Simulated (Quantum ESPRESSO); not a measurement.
Troubleshooting Quantum ESPRESSO: a failed run on CuS (F-43m, 2 atoms in the cell). The aim is a self-consistent single point with DFT, PBEsol, plane waves, GBRV 1.5 ultrasoft (PBESOL) pseudopotentials.

Cell that was meant: a = 3.6487 Å, b = 3.6487 Å, c = 3.6487 Å, α = 60.00°, β = 60.00°, γ = 60.00°.

Part of the input:

```fortran
    ecutwfc = 50
    ecutrho = 400
    occupations = 'smearing'
    smearing = 'fermi'
    degauss = 0.0036749
/
&ELECTRONS
```

Output (repeated stretches shortened):

```
 %%%%%%%%%%%%%%%%%%%%%%%%%%%%%%%%%%%%%%%%%%%%%%%%%%%%%%%%%%%%%%%%%%%%%%%%%%%%%%
     Error in routine  set_occupations (1):
      smearing fermi unknown
 %%%%%%%%%%%%%%%%%%%%%%%%%%%%%%%%%%%%%%%%%%%%%%%%%%%%%%%%%%%%%%%%%%%%%%%%%%%%%%

     stopping ...
```

Question: Read the log: what does the program object to, and what is the fix?

Answer: The fault is a value that the program does not know. The key takes a closed list of words, and names differ between codes. To fix it, use one of the words that the key accepts. The program stopped before any SCF iteration.

An input that runs soundly differs in these lines (not the only fix; some lines may just follow from the change or write a value another way):
```diff
-    smearing = 'fermi'
+    smearing = 'mp'
```

With that input, the run converged in 26 iterations: free energy E − TS -5817.1772 eV; Fermi level (on the code's own zero) 8.16 eV; pressure -2.30 GPa (DFT, PBEsol, plane waves, GBRV 1.5 ultrasoft (PBESOL) pseudopotentials).

On the sound input: the starting cell comes from a database of computed structures (which also holds hypothetical and non-ambient phases and stackings), without a prior relaxation at this level. Spin polarisation is off; with an odd number of electrons in the cell that forces a metal, and a magnetic state may lie lower.
